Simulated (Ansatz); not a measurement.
**BaZrO₃ in the cubic perovskite structure (space group Pm-3m, No. 221)**

```
CELL_PARAMETERS angstrom
      4.18064     0.00000     0.00000
      0.00000     4.18064     0.00000
      0.00000     0.00000     4.18064
ATOMIC_POSITIONS crystal
  Ba 0.00000 0.00000 0.00000
  Zr 0.50000 0.50000 0.50000
  O  0.50000 0.00000 0.50000
  O  0.00000 0.50000 0.50000
  O  0.50000 0.50000 0.00000
```

Computed with PBEsol/PAW in Ansatz (an electronic-structure program), no spin-orbit coupling. Γ-centred 8×8×8 mesh, Fermi–Dirac width 0.05 eV.

- Volume per atom = 14.61 Å³
- Density = 6.28 g/cm³
- Band gap = 3.17 eV (uncertain: the edges found on the path are not clean extrema)
- Total energy = -2336.599 eV/atom (σ→0; compares only within this code and set-up)

Stability against distortions was not tested.
